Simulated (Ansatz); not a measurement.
Computed paths: interstitial Si in 2H silicon carbide, charge state +2

System: interstitial Si in 2H silicon carbide (charge state +2). Calculation: PBE, PAW (plane waves to 420 eV; Ansatz, a program for electronic structure).

72-site cell at the relaxed PBE lattice, the Γ point alone, smearing 0.01 eV, spin-restricted, no finite-size correction. Static, classical nuclei. The host's phase is taken as given; its stability against other phases was not computed. The charge state is imposed; whether it is stable for some Fermi level was not computed. Sites that were not tried may lie lower.

Barriers: single points on a 2×2×2 k-point mesh shifted by half a step along c at the bands' geometries (they differ from the bands' own by up to 0.29 eV, and are uncertain by about as much).

| Route | Start site over the lowest site run (eV) | Hop (Å) | Forward barrier (eV) | Backward barrier (eV) | Neighbours at the start | Neighbours at the saddle | Saddle order | Forward, on the band's own sampling (eV) |
|---|---|---|---|---|---|---|---|---|
| several atoms move together, Si the farthest | 0.00 | 0.97 | 0.76 | 0.18 | C at 1.85, 2 C at 1.89, C at 2.05; Si at 2.32 Å | C at 1.79, 2 C at 1.87, C at 2.15 Å | not checked, on a symmetry element | 0.72 |
| several atoms move together, Si the farthest | 0.00 | 1.69 | 1.44 | 0.87 | 3 C at 1.86; 3 Si at 2.32, 3 Si at 2.37 Å | C at 1.76, C at 1.81, C at 1.94; Si at 2.22, Si at 2.23, Si at 2.28 Å | not checked | 1.42 |
| one Si atom jumps by itself | 0.00 | 2.53 | 2.47 | 2.47 | 3 C at 1.86; 3 Si at 2.32, 3 Si at 2.37 Å | 3 C at 1.90; 3 Si at 2.10 Å | not checked, on a symmetry element | 2.76 |

Paths come from CI-NEB runs.  A band can be held on a symmetry element, so unchecked saddle points there may be too high. A further band (several atoms move together, Si the farthest, 1.15 Å) gave 0.15 eV forward on its own sampling, 0.72 eV above the lowest site run, but the program raised a doubt about its electronic state, so it is not taken as a result.

The whole set of runs took very roughly 0.7 core-hours.
